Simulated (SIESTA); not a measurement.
## A self-consistent single point of Rb (Im-3m, 1 atom in the cell) with SIESTA

Method of the run: LDA PW92, numerical atomic orbitals DZP, PseudoDojo LDA standard norm-conserving potentials (rewritten from UPF to PSML) in SIESTA.

The input file:

```
# files in the folder: Rb.psml (PseudoDojo LDA standard)
SystemName  Rb
SystemLabel Rb

NumberOfAtoms                1
NumberOfSpecies              1
%block ChemicalSpeciesLabel
  1 37 Rb
%endblock ChemicalSpeciesLabel
LatticeConstant              1.0 Ang
%block LatticeVectors
    -2.833475000    2.833475000    2.833475000
     2.833475000   -2.833475000    2.833475000
     2.833475000    2.833475000   -2.833475000
%endblock LatticeVectors
AtomicCoordinatesFormat      Bohr
%block AtomicCoordinatesAndAtomicSpecies
     0.000000000    0.000000000    0.000000000  1
%endblock AtomicCoordinatesAndAtomicSpecies

XC.functional                LDA
XC.authors                   PW92
PAO.BasisSize                DZP
PAO.EnergyShift              0.01 Ry
MeshCutoff                   300 Ry
%block kgrid.MonkhorstPack
    8   0   0  0.0
    0   8   0  0.0
    0   0   8  0.0
%endblock kgrid.MonkhorstPack
OccupationFunction           FD
ElectronicTemperature        0.1 eV

MaxSCFIterations             150
SCF.Mixer.Method             Pulay
SCF.Mixer.Weight             0.2
SCF.Mixer.History            6
SCF.DM.Tolerance             1.0E-04
Diag.ParallelOverK           true
WriteForces                  true
Charge.Mulliken              end
```

Output, abridged:

```
reinit: Reading from file input.fdf

reinit: System Name: Rb
reinit: System Label: Rb

coor:   Atomic-coordinates input format  =     Cartesian coordinates
coor:                                            (in Bohr units)

siesta: Atomic coordinates (Bohr) and species
siesta:      0.00000   0.00000   0.00000  1        1

siesta: System type = bulk

initatomlists: Number of atoms, orbitals, and projectors:      1     9    18

siesta: ******************** Simulation parameters ****************************
redata: Spin configuration                          = none
redata: Time-Reversal Symmetry                      = T
redata: Number of Atomic Species                    =        1
redata: Mesh Cutoff                                 =   300.0000 Ry
redata: Net charge of the system                    =     0.0000 |e|
redata: Min. number of SCF Iter                     =        0
redata: Max. number of SCF Iter                     =      150
redata: SCF convergence failure will abort job
redata: SCF mix quantity                            = Hamiltonian
redata: Mix DM or H after convergence               =   F
redata: Recompute H after scf cycle                 =   F
redata: Mix DM in first SCF step                    =   T
redata: No kicks to SCF
redata: DM Mixing Weight for Kicks                  =     0.5000
redata: Require Harris convergence for SCF          =   F
redata: Harris energy tolerance for SCF             =     0.000100 eV
redata: Require DM convergence for SCF              =   T
redata: DM tolerance for SCF                        =     0.000100
redata: Require EDM convergence for SCF             =   F
redata: EDM tolerance for SCF                       =     0.001000 eV
redata: Require H convergence for SCF               =   T
redata: Hamiltonian tolerance for SCF               =     0.001000 eV
redata: Require (free) Energy convergence for SCF   =   F
redata: (free) Energy tolerance for SCF             =     0.000100 eV
redata: Using DFT-D3 dispersion                     =   F
redata: Using Saved Data (generic)                  =   F
redata: Method of Calculation                       = Diagonalization
redata: Electronic Temperature                      =  1160.4518 K
redata: Number of TDED substeps                     =        3
redata: Dynamics option                             = Single-point calculation
redata: Save all siesta data in one NC              =   F
redata: ***********************************************************************

%block SCF.Mixers
  Pulay
%endblock SCF.Mixers

%block SCF.Mixer.Pulay
  # Mixing method
  method pulay
  variant stable

  # Mixing options
  weight 0.2000
  weight.linear 0.2000
  history 6
%endblock SCF.Mixer.Pulay

DM_history_depth set to one: no extrapolation allowed by default for geometry relaxation
Size of DM history Fstack: 1
Total number of electrons:     9.000000
Total ionic charge:     9.000000

* ProcessorY, Blocksize:    1  10

* Orbital distribution balance (max,min):     9     9

k-point displ. along   1 input, could be:     0.00    0.50
k-point displ. along   2 input, could be:     0.00    0.50
k-point displ. along   3 input, could be:     0.00    0.50
 Kpoints in:          320 . Kpoints trimmed:          296

siesta: k-grid: Number of k-points = 296
siesta: k-points from Monkhorst-Pack grid
siesta: k-cutoff (effective) =    19.631 Ang
siesta: k-point supercell and displacements
siesta: k-grid:     8     0     0      0.000
siesta: k-grid:     0     8     0      0.000
siesta: k-grid:     0     0     8      0.000

diag: Algorithm                                     = D&C
diag: Parallel over k                               =   F
diag: Use parallel 2D distribution                  =   F
diag: Parallel block-size                           = 10
diag: Parallel distribution                         =     1 x     1
diag: Used triangular part                          = Lower
diag: Absolute tolerance                            =  0.100E-15
diag: Orthogonalization factor                      =  0.100E-05
diag: Memory factor                                 =  1.0000

superc: Internal auxiliary supercell:     5 x     5 x     5  =     125
superc: Number of atoms, orbitals, and projectors:    125   1125   2250

                        Single-point calculation

superc: Internal auxiliary supercell:     5 x     5 x     5  =     125
superc: Number of atoms, orbitals, and projectors:    125   1125   2250

outcell: Unit cell vectors (Ang):
       -2.833475    2.833475    2.833475
        2.833475   -2.833475    2.833475
        2.833475    2.833475   -2.833475

outcell: Cell vector modules (Ang)   :    4.907723    4.907723    4.907723
outcell: Cell angles (23,13,12) (deg):    109.4712    109.4712    109.4712
outcell: Cell volume (Ang**3)        :     90.9951
new_DM -- step:     1
Initializing Density Matrix...

Attempting to read DM from file... Failed...
DM filled with atomic data:

InitMesh: MESH = 48 x 48 x 48 = 110592
InitMesh: Mesh cutoff (required, used) =   300.000   396.566 Ry

stepf: Fermi-Dirac step function

        iscf     Eharris(eV)        E_KS(eV)     FreeEng(eV)     dDmax    Ef(eV) dHmax(eV)
   scf:    1     -737.412863     -736.878794     -736.907641  0.459665 -2.402938  2.077630
   scf:    2     -736.936812     -736.908349     -736.937232  0.021529 -2.435624  1.529398
   scf:    3     -736.967174     -736.941301     -736.970287  0.056081 -2.524645  0.032532
   scf:    4     -736.941008     -736.941179     -736.970165  0.004866 -2.536270  0.101176
   scf:    5     -736.941441     -736.941325     -736.970301  0.003649 -2.531195  0.000505
   scf:    6     -736.941325     -736.941325     -736.970301  0.000010 -2.531199  0.000228

SCF Convergence by DM+H criterion
max |DM_out - DM_in|         :     0.0000098536
max |H_out - H_in|      (eV) :     0.0002283444
SCF cycle converged after 6 iterations

Using DM_out to compute the final energy and forces

siesta: E_KS(eV) =             -736.9413

siesta: E_KS - E_eggbox =      -736.9413

siesta: Atomic forces (eV/Ang):
     1    0.000000    0.000000   -0.000000
   Tot    0.000000    0.000000   -0.000000
   Max    0.000000
   Res    0.000000    sqrt( Sum f_i^2 / 3N )
   Max    0.000000    constrained

Stress tensor Voigt[x,y,z,yz,xz,xy] (kbar):        3.60        3.60        3.60       -0.00       -0.00        0.00
(Free)E + p*V (eV/cell)     -737.1748
Target enthalpy (eV/cell)     -736.9703

siesta: Program's energy decomposition (eV):
siesta: Ebs     =      -160.359650
siesta: Eions   =       765.622486
siesta: Ena     =        49.513181
siesta: Ekin    =       196.132292
siesta: Enl     =       -32.715534
siesta: Eso     =         0.000000
siesta: Edftu   =         0.000000
siesta: DEna    =         4.809629
siesta: DUscf   =         0.183360
siesta: DUext   =         0.000000
siesta: Ex      =      -168.963270
siesta: Ec      =       -20.278496
siesta: Exc     =      -189.241767
siesta: Eharris =      -736.941325
siesta: Etot    =      -736.941325
siesta: FreeEng =      -736.970301

siesta: Stress tensor (static) (eV/Ang**3):
siesta:     0.002247    0.000000   -0.000000
siesta:     0.000000    0.002247   -0.000000
siesta:    -0.000000   -0.000000    0.002247

siesta: Cell volume =         90.995129 Ang**3

siesta: Pressure (static):
siesta:                Solid            Molecule  Units
siesta:          -0.00002447         -0.00002447  Ry/Bohr**3
siesta:          -0.00224714         -0.00224714  eV/Ang**3
siesta:          -3.60031656         -3.60031656  kBar

mulliken: Atomic and Orbital Populations:

Species: Rb
Atom  Qatom  Qorb
               4s      5s      5s      4py     4pz     4px     5py     5pz
               5px
   1  9.000   2.001   0.742  -0.008   2.018   2.018   2.018   0.071   0.071
              0.071

mulliken: Qtot =        9.000

Mulliken Atomic Populations:
Atom #   charge [q] valence [e]  Species
     1     0.000000    9.000000  Rb
 Total     0.000000
```

The run converged in 6 iterations.

The starting cell has typed, rounded lattice constants, without a prior relaxation at this level. Its lattice was rescaled by up to half a per cent. Values carry the incompleteness of an atom-centred basis.
